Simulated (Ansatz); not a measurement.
**ZnGeP2: transverse stress against strain**

ZnGeP2 (chalcopyrite, I-42d, 19.694 Å³/atom and stress up to 0.01 GPa in the relaxed cell, c along z) under a strain ε along c (axis z), the other axes held. PBEsol in Ansatz, a plane-wave DFT program (PAW, default set), 420 eV, 9×9×9 Γ-centred mesh, Fermi-Dirac smearing 0.05 eV; ions are relaxed, or left where forces stay under 0.02 eV/Å, within the symmetry of each cell. Stress is positive for a compressed cell.

Here s stands for strain and y for stress xx.

```
strain (%)  stress xx (GPa)
----------  ---------------
-1.50                  0.96
-0.75                  0.46
0.00                   0.00
0.75                  -0.44
1.50                  -0.85
3.00                      ?
```

Using a straight line, estimate the missing y at s = 3.00 from the other rows, showing the fit.

Means: s 0, y 0.026. About the means, the sum of products is -3.3900 and the sum of squares of s is 5.6250; the slope is their ratio. Least squares gives y = 0.026 - 0.6027·s. Residuals (row less fit): 0.030, -0.018, -0.026, -0.014, 0.028; standard error 0.031 (degrees of freedom: 3). The slope gives the elastic constant C13 = 60 ± 1 GPa (± standard error of the fit, which holds the terms cut off). At the withheld row, y = 0.026 - 0.6027 × 3.00 = -1.782 GPa. The calculation gives -1.60 GPa, 0.182 GPa above the prediction (7.1 % of the range of y in the table). The row lies outside the fitted rows, so this is an extrapolation. From the scatter of the fitted rows alone, a prediction at this place has a standard error of 0.052 GPa, so the miss is 3.5 times that.

A polynomial of degree 2 through the 8 other runs of the series gives -1.59 there, so most of the miss is curvature that the fit leaves out. Rows are the converged runs of the series near zero and its far end; series whose fitted rows scatter by over a few per cent of the range, as at a crossing or softening among them, aren't shown in this form, nor equations of state whose B0' disagrees with the runs' pressures. Most that stay on the fit to the last digits aren't either.
